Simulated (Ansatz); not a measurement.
The starting structures come from a database of crystals and need not be the phases stable at ambient conditions.

Inside the gap of an insulator the Bloch states are evanescent, with a wavenumber k + iκ along the transport direction.

Input:

```xyz
14
Lattice="3.8409 0.0000 0.0000 0.0000 3.8742 0.0000 0.0000 0.0000 13.0373" Properties=species:S:1:pos:R:3 pbc="T T T"
Ta     0.0000     0.0880     1.9008
Ta     0.0000     0.0880    11.1365
Ta     1.9204     3.7862     4.6178
Ta     1.9204     3.7862     8.4195
O      1.9204     0.0080     2.4149
O      1.9204     0.0080    10.6224
O      0.0000     3.8662     4.1038
O      0.0000     3.8662     8.9336
O      0.0000     1.9667    11.0957
O      0.0000     1.9667     1.9416
O      1.9204     1.9074     8.4603
O      1.9204     1.9074     4.5770
O      1.9204     3.8548     6.5187
O      0.0000     0.0194     0.0000
```

Space group of this cell: Pmmn. The cell is taken as given; by LDA its mean pressure is -5.8 GPa.

Transport runs along the normal of the first two printed cell vectors.

No gap correction and no spin-orbit coupling; mid-gap values are interpolated between computed energies.

### Question
State the band gap and the smallest decay constant κ at mid-gap according to LDA in Ansatz (an electronic-structure program).

### Answer
Gap 2.22 eV on a 8×8×4 mesh; κ = 0.328 1/Å, at (0.500, 0.500) of the in-plane reciprocal vectors. At the zone centre, at the nearest computed energy, the slowest state has κ = 0.47 1/Å.
